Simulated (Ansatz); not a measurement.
Ansatz (a quantum-chemistry and plane-wave program), DFT, PBEsol, plane waves, its default PAW files: MoS2 (from the phase in space group 187, mp-1023924), 3 atoms, spin-polarised from a ferromagnetic start (2 μB on Mo), ending non-magnetic. Basis and mesh were picked for this test and aren't claimed converged.

| Item | Value |
|---|---|
| cell | 3.18, 3.18, 17.33 Å; 90, 90, 120° |
| task | single point |
| k mesh | 6×6×1 |
| hamiltonian.xc | pbesol |
| kind of files | paw |
| scf.occupations.method | fermi_dirac |
| scf.occupations.width | 0.05 eV |
| output.forces | true |
| magnetization.spin_polarized | true |
| binding of workers (--pin) | off |
| k-point pools (--kpoint-pools) | 1 |
| memory maximum (--max-ram) | 8GiB |
| accuracy | medium (default) |
| basis.precision | auto (default) |
| basis.xc_grid | 2 (default) |
| scf.mixing.algorithm | auto (default) |
| scf.mixing.preconditioner | auto (default) |
| scf.convergence.dr2_threshold | 1e-07 (default) |
| scf.lower_state_search | light (default) |
| k-points after symmetry (for each spin) | 7 |
| bands at the start | 18 |
| electrons | 26 |
| plane waves at Γ | 3021 |
| cutoff (eV) | 420 |
| FFT grid | 24×24×120 |
| symmetry operations | 12 |

One run each.

All on 4 threads. Base settings, kept where nothing else is said: scf.eigensolver.kind = auto (default), scf.eigensolver.mixed_precision = false (default), scf.eigensolver.cushion = auto (default), scf.eigensolver.full_accuracy = false (default), scf.algorithm = auto (default) (scf.eigensolver.max_subspace_factor, scf.eigensolver.real_solve not set). The settings tried:
- scf.eigensolver.kind = davidson, scf.eigensolver.mixed_precision = true
- scf.algorithm = density_mixing
- scf.eigensolver.kind = davidson, scf.eigensolver.cushion = true
- scf.eigensolver.real_solve = false
- scf.eigensolver.full_accuracy = true
- scf.eigensolver.kind = davidson, scf.eigensolver.max_subspace_factor = 6
- scf.eigensolver.kind = davidson
- scf.eigensolver.mixed_precision = true
- the base settings
- scf.algorithm = direct_min
- scf.eigensolver.kind = davidson, scf.eigensolver.max_subspace_factor = 2

Q: Which settings need the fewest applications of H to a band, which the most, and do any fail to converge?

A: Fewest applications of H to a band, with those close behind: scf.eigensolver.real_solve = false (6931); the base settings (7054); scf.algorithm = density_mixing (7054). Most among those that reach the base run's result: scf.eigensolver.full_accuracy = true (18084). All converged.

```tsv
setting	applications of H to a band	SCF iterations (all cycles of the run, searches included)	end
scf.eigensolver.real_solve = false	6931	11	converged
the base settings	7054	11	converged
scf.algorithm = density_mixing	7054	11	converged
scf.eigensolver.kind = davidson	7795	11	converged
scf.eigensolver.kind = davidson, scf.eigensolver.max_subspace_factor = 6	7795	11	converged
scf.eigensolver.kind = davidson, scf.eigensolver.max_subspace_factor = 2	8304	11	converged
scf.eigensolver.kind = davidson, scf.eigensolver.cushion = true	8345	11	converged
scf.eigensolver.kind = davidson, scf.eigensolver.mixed_precision = true	9242	11	converged
scf.eigensolver.mixed_precision = true	9242	11	converged
scf.algorithm = direct_min	15162	13	converged
scf.eigensolver.full_accuracy = true	18084	11	converged
```

An iteration's cost differs between solvers, so these counts don't give the time.

Keys are those of Ansatz 0.2.
